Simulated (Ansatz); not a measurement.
Worked example: relaxation of cell and atoms of Pd (P6_3/mmc, 2 atoms in the cell) in Ansatz (a quantum-chemistry and plane-wave program).

Method: LDA (PW92), default PAW files made with PBE (plane waves; Ansatz).

The change in words: atoms on their sites; basis.ecutwfc: 420 eV → 250 eV; relax: default → cell and atoms. Reference geometry:
```
Pd
1.0
    2.77532     0.00000     0.00000
   -1.38766     2.40350     0.00000
    0.00000     0.00000     4.61500
Pd
2
Cartesian
  1.38766   0.80116   3.51125
  0.00000   1.60233   1.15375
```
Moments meant for the start (each program seeds them in its own way; μB, in the order of the atoms Pd Pd): 1.0 1.0.

Reference input (self-consistent single point, DFT, LDA (PW92), plane waves, default PAW files made with PBE): basis.ecutwfc = 420 eV; kpoints.mp_grid.grid = 12 12 6; hamiltonian.xc = lda; hamiltonian.pseudopotentials = {kind: paw} (the program's default PAW files); magnetization.spin_polarized = true; scf.occupations.method = fermi_dirac; scf.occupations.width = 0.1 eV. This run's input differs from it in these lines:

Ansatz 0.2 input:
```diff
@@ -6,6 +6,6 @@
   atoms:
-    - { symbol: Pd, position: [0.666667, 0.333333, 0.760834], spin: 1.0 }
+    - { symbol: Pd, position: [0.666667, 0.333333, 0.750000], spin: 1.0 }
     - { symbol: Pd, position: [0.333333, 0.666667, 0.250000], spin: 1.0 }
 basis:
-  ecutwfc: 420.0
+  ecutwfc: 250.0
 kpoints:
@@ -19,2 +19,4 @@
   occupations: { method: fermi_dirac, width: 0.1 }
+relax:
+  cell: {}
 output:
```

Log, with long lists cut:

```
   [... SCF lines of the steps left out ...]
relax step   1: F+E_penalty+E_count = -13685.35627364 eV  Δ(F+E_penalty+E_count) = +0.000e0 eV  max|allowed force component| = 2.082e-17 eV/Å  Δτ_max = 0.0000 Å  P = -10.962 GPa  Ω = 30.784 Å³  (18 SCF iters, dr2 threshold 1.00e-7 eV, accepted)
relax step   2: F+E_penalty+E_count = -13687.59856539 eV  Δ(F+E_penalty+E_count) = -2.242e0 eV  max|allowed force component| = 1.850e-17 eV/Å  Δτ_max = 0.0000 Å  P = +89.450 GPa  Ω = 27.153 Å³  energy of the carried Pulay correction = +3.117e0 eV  [...]
   [... lines left out ...]
relax step  34: F+E_penalty+E_count = -13685.39301689 eV  Δ(F+E_penalty+E_count) = +1.110e-3 eV  max|allowed force component| = 4.626e-17 eV/Å  Δτ_max = 0.0000 Å  P = -0.010 GPa  Ω = 29.444 Å³  energy of the carried Pulay correction = -1.110e-3 eV  [...]
relax step  35: F+E_penalty+E_count = -13685.39301689 eV  Δ(F+E_penalty+E_count) = -3.638e-12 eV  max|allowed force component| = 4.626e-17 eV/Å  Δτ_max = 0.0000 Å  P = +0.005 GPa  Ω = 29.444 Å³  stress off target by 3.50e-2 GPa  SCF on the basis [...]
basis re-selected at this cell: Δ(F+E_penalty+E_count) = -3.638e-12 eV, ΔP = +0.015 GPa vs the last step
the relaxation is at rest under the 24 symmetry operations that the run kept from its start: a minimum is not shown …
the relaxation's final electronic state is not compared with the one that a single-point calculation of its input finds at the relaxed geometry …
   [... lines left out ...]
Absolute magnetization: 0.0000 μB (∫|ρ↑−ρ↓|, with the PAW one-centre terms)
Free energy (F): -13685.393017 eV
Fermi energy:    19.506264 eV
   [... lines left out ...]
to start a new deck from the relaxed geometry:
  cell:  # Å, volume = 29.4442 Å³
    - [2.72088297553461, -2.830129508272509e-7, 0.0]
    - [-1.3604412426709, 2.356353919044041, 0.0]
    - [0.0, 0.0, 4.592499545133335]
  atoms:
    - { symbol: Pd, position: [0.6666666666666667, 0.3333333333333333, 0.75] }
    - { symbol: Pd, position: [0.3333333333333334, 0.6666666666666667, 0.25] }
```

The run converged.  The full log also holds: “iter 3 did not close the SCF: its close was put off for a magnetic moment that had not settled (scf_convergence_deferred on its scf_iter line)”. The full log also holds: “iter 4 did not close the SCF: its close was put off for a magnetic moment that had not settled (scf_convergence_deferred on its scf_iter line)”.

Summary of the result:
- Free energy E − TS (on the zero of these files) = -13685.3930 eV
- Fermi level (on the code's own zero) = 19.51 eV
- Pressure = 0.01 GPa
- Size of the cell's spin moment = 0.00 μB
- Final cell = a = 2.721 Å, b = 2.721 Å, c = 4.592 Å, α = 90.00°, β = 90.00°, γ = 120.00°
- Final volume per atom = 14.72 Å³
- Relaxation steps = 35

The starting cell comes from a database of computed structures (which also holds hypothetical and non-ambient phases and stackings), without a prior relaxation at this level. Its lattice was rescaled by up to half a per cent. The starting moments vanished: the run ended non-magnetic. The program warned that a starting moment was not kept. The relaxation keeps the symmetry of its start, so its end need not be a minimum. Ansatz's pressure includes its estimate of the finite-basis (Pulay) stress. Without the estimate this run gives -139.75 GPa. The cutoff lies below the one recommended for these files.

Cost on one core of a shared machine: roughly 70 s.
